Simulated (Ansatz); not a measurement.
# Point defect H on the Sb site in zinc-blende GaSb

Calculation: PBE, PAW (plane waves to 420 eV; Ansatz, a first-principles code). Details: 64-site cell; 2×2×2 shifted k-points; start: the Sb site; no spin–orbit coupling; the functional closes the host's gap; finite-size errors of tenths of an eV.

Neighbours after relaxation, in Å: of the H atom: Ga 1.59, Ga 2.85, Ga 2.87.

| charge | moment (μB) | largest move off a lattice site (Å) |
|---|---|---|
| 0 | not spin-polarised | 1.15 |
